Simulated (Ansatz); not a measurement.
Given:

```
CELL_PARAMETERS angstrom
      3.18275     0.00000     0.00000
      0.00000     4.50109     0.00000
      1.59138     2.25055     1.62263
ATOMIC_POSITIONS crystal
  N  0.00000 0.00000 0.00000
  Zr 0.00000 0.50000 0.00000
```

No spin polarisation.

Level of theory: PBEsol (Ansatz, a first-principles code, PAW, scalar-relativistic without spin-orbit coupling). Settings: 22×22×22 k-points, 0.1 eV Fermi–Dirac smearing.

Estimate the band gap.

Zero.

What space group does the calculation give?

Immm (No. 71).

Predict the pressure (mean of the normal stresses, compression positive).

4.1 GPa.

The cells carry an imposed strain or load. Whether these cells are dynamically stable was not tested. All final runs are without spin polarisation. The cell was made from ZrN in the rock salt structure (space group Fm-3m, No. 225) by this change: biaxial strain −1.13 %, plane normal [110], relaxed out of plane.
